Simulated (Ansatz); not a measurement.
Consider the following.

```
InSb
1.0
    0.00000     3.33634     3.27863
    3.27863     0.00000     3.27863
    3.27863     3.33634     0.00000
Sb In
1 1
Direct
  0.75000   0.75000   0.75000
  0.00000   0.00000   0.00000
```

No spin polarisation.

Method: r2SCAN/PAW in Ansatz (an electronic-structure program), no spin-orbit coupling, earlier PAW set. k-mesh 12×12×12 (Γ-centred); smearing 0.05 eV (Fermi–Dirac).

**Question.** What band gap does the calculation give?

**Answer.** Zero.

**Question.** What pressure (mean of the normal stresses, compression positive) does the calculation give?

**Answer.** -0.7 GPa.

Spin-orbit coupling, missing from the scalar runs, can matter with Sb. The cells carry an imposed strain or load. Whether these cells are dynamically stable was not tested. All final runs are without spin polarisation. The cell was made from InSb in the zinc blende structure (space group F-43m, No. 216) by this change: uniaxial strain ε_yy = +1.76 %. A zero or small gap of InSb can be the functional's error rather than a property of the material.
